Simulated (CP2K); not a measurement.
A user runs CP2K on LaS₂ (Pna2_1, 24 atoms in the cell) and asks whether the run is sound. The aim is a self-consistent single point with DFT LDA (Pade form), GPW, DZVP-MOLOPT-SR-GTH basis, GTH-PADE potentials (GTH_POTENTIALS).

Cell that was meant: a = 8.1523 Å, b = 4.1476 Å, c = 16.3821 Å, α = 90.00°, β = 90.00°, γ = 90.00°.

Part of the input:

```
      REL_CUTOFF 60
      NGRIDS 5
    &END MGRID
    &POISSON
      PERIODIC NONE
      POISSON_SOLVER MT
    &END POISSON
    &SCF
      SCF_GUESS ATOMIC
      EPS_SCF 1E-6
```

Log, with long lists cut:

```
 GLOBAL| Method name                                                        CP2K
   [... lines left out ...]
                          184               184.000                        1.000

 Number of electrons:                                                        184
 Number of occupied orbitals:                                                 92
 Number of molecular orbitals:                                               121

 Number of orbital functions:                                                416
 Number of independent orbital functions:                                    416
 SCF WAVEFUNCTION OPTIMIZATION

  Step     Update method      Time    Convergence         Total energy    Change
     1 NoMix/Diag. 0.30E+00      -     2.17955660      -432.5417499343 -4.33E+02
     2 Broy./Diag. 0.30E+00      -     0.16845869      -435.3589963137 -2.82E+00
     3 Broy./Diag. 0.30E+00      -     0.14591839      -433.4161296431  1.94E+00
     4 Broy./Diag. 0.30E+00      -     0.01385483      -432.3808231532  1.04E+00
     5 Broy./Diag. 0.30E+00      -     0.01469774      -431.7237494994  6.57E-01
     6 Broy./Diag. 0.30E+00      -     0.00353862      -431.5270513325  1.97E-01
   [... lines left out ...]
    12 Broy./Diag. 0.30E+00      -     0.00009009      -431.5125308349  3.14E-03
    13 Broy./Diag. 0.30E+00      -     0.00000952      -431.5120694474  4.61E-04
    14 Broy./Diag. 0.30E+00      -     0.00001092      -431.5119955027  7.39E-05
    15 Broy./Diag. 0.30E+00      -     0.00000255      -431.5121987712 -2.03E-04
    16 Broy./Diag. 0.30E+00      -     0.00000137      -431.5123288755 -1.30E-04
    17 Broy./Diag. 0.30E+00      -     0.00000108      -431.5123788147 -4.99E-05
    18 Broy./Diag. 0.30E+00      -     0.00000024      -431.5123881475 -9.33E-06
  *** SCF run converged in    18 steps ***

  Overlap energy of the core charge distribution:               0.00000000070117
  Self energy of the core charge distribution:               -897.27988240599120
  Core Hamiltonian energy:                                    180.24521730703992
  Hartree energy:                                             355.32773055931278
  Exchange-correlation energy:                                -69.80545360852734

  Total energy:                                              -431.51238814746466

                     Mulliken Population Analysis

 #  Atom  Element  Kind  Atomic population                           Net charge
       1     La       1         11.062256                             -0.062256
   [... lines left out ...]
 STRESS|                        x                   y                   z
 STRESS|      x       -9.82190399250E+06  -1.04117307132E-02   1.35008292796E-03
 STRESS|      y       -1.04117307132E-02  -9.43696396539E+06  -1.39598747279E-03
 STRESS|      z        1.35008292796E-03  -1.39598747279E-03  -1.00318837318E+07
 STRESS| 1/3 Trace                                            -9.76358389656E+06
```

**Question.** Is this run sound? If not, what is wrong?

**Answer.** The run is not sound. The fault is a Poisson solver that does not fit the cell's periodicity. The periodicity of the electrostatics has to match that of the cell. To fix it, match the two. The run converged in 18 iterations without an error; against the sound input the free energy goes down by 13.8 eV/atom, the pressure goes from -3.81 to -976.4 GPa, the largest force goes from 0.116 to 48.48 eV/Å and the gap on the mesh goes from 0.296 to 0.270 eV. The full log also holds: “WARNING in pw_env_methods.F:755 :: The selected periodicities in the  sections &CELL and &POISSON do not match”.

An input that runs soundly differs in these lines (not the only fix; some lines may just follow from the change or write a value another way):
```diff
-    &POISSON
-      PERIODIC NONE
-      POISSON_SOLVER MT
-    &END POISSON
```

With that input, the run converged in 15 iterations: free energy E − TS -11410.3762 eV; top of the valence band (on the code's own zero) 7.33 eV; gap on the k-point mesh 0.30 eV; pressure -3.81 GPa; largest force (vector length) 0.116 eV/Å (DFT LDA (Pade form), GPW, DZVP-MOLOPT-SR-GTH basis, GTH-PADE potentials (GTH_POTENTIALS)).

On the sound input: the starting cell comes from a database of computed structures (which also holds hypothetical and non-ambient phases and stackings), without a prior relaxation at this level. Its lattice was rescaled by a random factor within 2.5 % of one. Values carry the incompleteness of an atom-centred basis. With a pressure of about -4 GPa the cell is away from its equilibrium volume at this level.
